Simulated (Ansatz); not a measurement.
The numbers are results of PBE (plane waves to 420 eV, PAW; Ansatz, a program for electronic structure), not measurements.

Host crystal: corundum, with a band gap (PBE, scalar-relativistic without spin-orbit coupling).

Planar average of the electrostatic potential across the slab, in eV from the Fermi level, for Au on the 1x1 (0001) surface of corundum (cut with top plane Al), one in a 1x1 cell, started at the site 'top Al':

(z (Å), V (eV)): (6.02, 6.38); (6.30, 6.38); (6.59, 6.38); (6.88, 6.38); (7.16, 6.38); (7.45, 6.38); (7.73, 6.38); (8.02, 6.37); (8.31, 6.35); (8.59, 6.30); (8.88, 6.18); (9.17, 5.86); (9.45, 5.03); (9.74, 3.09); (10.03, -2.01); (10.31, -6.94); (10.60, -9.12); (10.89, -7.67); (11.17, -3.92); (11.46, -2.66); (11.74, -2.03); (12.03, -2.31); (12.32, -4.88); (12.60, -6.39); (12.89, -5.45); (13.18, -2.50); (13.46, -1.12); (13.75, -1.30); (14.04, -1.21); (14.32, -2.88); (14.61, -5.79); (14.90, -6.50); (15.18, -4.75); (15.47, -2.01); (15.76, -1.63); (16.04, -1.93); (16.33, -2.82); (16.61, -6.63); (16.90, -8.66); (17.19, -6.55); (17.47, -1.72); (17.76, 2.34); (18.05, 3.44); (18.33, 4.68); (18.62, 5.25); (18.91, 4.88); (19.19, 2.95); (19.48, 0.23); (19.77, -1.41); (20.05, -1.66); (20.34, -0.55); (20.62, 1.81); (20.91, 4.00); (21.20, 4.87); (21.48, 5.21); (21.77, 5.37); (22.06, 5.43); (22.34, 5.46); (22.63, 5.48); (22.92, 5.48); (23.20, 5.49); (23.49, 5.49); (23.78, 5.49); (24.06, 5.49); (24.35, 5.49)

Slab: 21 atoms, 6.7 Å thick at the start under the adsorbate (thin: gaps and levels are the slab's own); k 6x6x1, smearing 0.01 eV, dipole-corrected; 9 atoms held, the rest relaxed; symmetry of the start imposed; spin-polarised, no spin-orbit, no U, no dispersion correction. The slab shows no gap over 0.04 eV on its mesh. The starting moment vanished. At the end it is bonded to Al. In PBE this state lies 0.04 eV over the lowest of the starts that converged ('bridge O-O (span 2.6 Å)').

The surface cell has an area of 20.03 Å². What dipole along the normal does the step between the two vacuum levels imply?

the top vacuum level lies 0.90 eV below the bottom one; p = −ε₀ A ΔV (ε₀ = 0.005526 e/(V·Å)) gives 0.10 e·Å a cell.
